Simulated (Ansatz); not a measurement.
Start from InPd in the CsCl type structure (space group Pm-3m, No. 221; a = 3.2480 Å; relaxed with 0.1 eV smearing). Axes: x, y, z lie along the cube axes.

Method: plane-wave PAW DFT at the PBEsol level (Ansatz, a program for electronic structure, 420 eV), no SOC.

Base values:

```
Quantity           Result
---------------  --------
Volume per atom  17.13 Å³
```

The change: biaxial strain −0.83 %, plane normal [111], relaxed out of plane (Cartesian); in-plane vectors clamped, the third vector and the atoms free.

**Question.** What happens to the energy relative to the base?

**Answer.** The energy increases by 1.6 meV/atom.

**Question.** How does this affect the volume per atom?

**Answer.** The volume per atom drops by 0.14 Å³ (17.13 Å³ → 16.99 Å³).

Stability against distortions was not tested. All final runs are without spin polarisation.
